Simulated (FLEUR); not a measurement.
Worked example: self-consistent single point of NaSn₂Pd₃ (P6mm, 6 atoms in the cell) in FLEUR.

Computed with LDA (Perdew-Zunger), all-electron FLAPW (FLEUR), scalar-relativistic valence.

```yaml
crystal:
  lattice:
    - [5.88826, 0.00000, 0.00000]
    - [-2.94413, 5.09939, 0.00000]
    - [0.00000, 0.00000, 4.34897]
  atoms:
    - { symbol: Na, position: [0.00000, 0.00000, 0.19263] }
    - { symbol: Sn, position: [0.66667, 0.33333, 0.49615] }
    - { symbol: Sn, position: [0.33333, 0.66667, 0.49615] }
    - { symbol: Pd, position: [0.00000, 0.50000, 0.99502] }
    - { symbol: Pd, position: [0.50000, 0.00000, 0.99502] }
    - { symbol: Pd, position: [0.50000, 0.50000, 0.99502] }
```

Reference input (self-consistent single point, DFT, PBEsol, all-electron FLAPW (FLEUR), scalar-relativistic valence): Kmax = 4.1 1/bohr; GmaxXC = 16.4 1/bohr; xcFunctional = PBEs; jspins = 1; l_soc = F; mode = gauss; fermiSmearingEnergy = 0.00183747 Htr; mesh (inpgen div1-3) = 5 5 5; inpgen gamma flag = false; Gmax = 16.4 1/bohr; numbands = 0; maxIterBroyd = 15. This run's input differs from it in these lines:

```diff
@@ -18,3 +18,3 @@
 &comp jspins=1 /
-&exco xctyp='PBEs' /
+&exco xctyp='pz' /
 &kpt div1=5 div2=5 div3=5 /
@@ -31,3 +31,3 @@
       <coreElectrons ctail="T" frcor="F" kcrel="0" coretail_lmax="0"/>
-      <xcFunctional name="PBEs" relativisticCorrections="F"/>
+      <xcFunctional name="pz" relativisticCorrections="F"/>
       <magnetism jspins="1"/>
```

The program printed (abridged):

```
 Iteration:     1   Distance:       6.36682757 me/bohr^3
 Iteration:     2   Distance:       5.73826334 me/bohr^3
 Iteration:     3   Distance:       2.58844170 me/bohr^3
 Iteration:     4   Distance:       1.23149350 me/bohr^3
 Iteration:     5   Distance:       0.83092239 me/bohr^3
   [... 10 lines left out ...]
 Iteration:    16   Distance:       0.00004504 me/bohr^3
 Iteration:    17   Distance:       0.00002591 me/bohr^3
 Iteration:    18   Distance:       0.00001010 me/bohr^3
 Iteration:    19   Distance:       0.00000269 me/bohr^3
 Reset of history
 Run finished successfully
 Stop message:
   Structural relaxation: new displacements generated

[file out, last iteration]
             iter=     20
[...]
          total density-effective poten   -4.5532291580E+04
          total charge density-energy d   -7.5187822034E+02
 Updated energy parameters for spin:           1
[...]
 fermi energy and band-weighting factors:
   [... 6 lines left out ...]

[...]
FERMIE:
          first approx. to ef    (T=0)  :   0.252208 htr   (energy of the highest occ. eigenvalue)
          number of occ. states  (T=0)  :        636
          first approx. to seigv (T=0)  : -40.922670 htr
          sum of weights of occ. states :  42.536000
          sum of semicore charge        :   0.000000 e
          fermi energy=   0.25185 har   work function=  -6.85321 ev
   [... lines left out ...]
          total moment                 =     0.00000
 Direct bandgap for spin            1 :    2.4441835006545454E-002  Htr
 ---->    free energy=                    -27636.4555010493 htr
   [... lines left out ...]
 TOTAL FORCE FOR ATOM TYPE=  1  X=  0.000   Y=  0.000   Z=  1.583
                       FX_TOT= 0.000000 FY_TOT= 0.000000 FZ_TOT=-0.001926
 TOTAL FORCE FOR ATOM TYPE=  2  X= -5.564   Y=  3.212   Z=  4.078
                       FX_TOT= 0.000000 FY_TOT= 0.000000 FZ_TOT=-0.000031
 TOTAL FORCE FOR ATOM TYPE=  3  X= -2.782   Y=  4.818   Z= -0.041
                       FX_TOT= 0.000000 FY_TOT= 0.000000 FZ_TOT= 0.000657
```

The run converged in 19 iterations. FLEUR gives forces in its relaxation mode, with a further iteration, so its stop message speaks of a relaxation. Against the reference run the largest force goes from 0.034 to 0.099 eV/Å.

The starting cell comes from a database of computed structures (which also holds hypothetical and non-ambient phases and stackings), without a prior relaxation at this level. Its lattice was rescaled by a random factor within 2.5 % of one. Spin polarisation is off. Values depend on the basis (sphere radii, cutoffs, local orbitals), which need not be converged. The log's line on a gap gives a spacing of levels on this mesh, which the program prints for metals too.

Cost on one core of a shared machine: roughly 5 min.
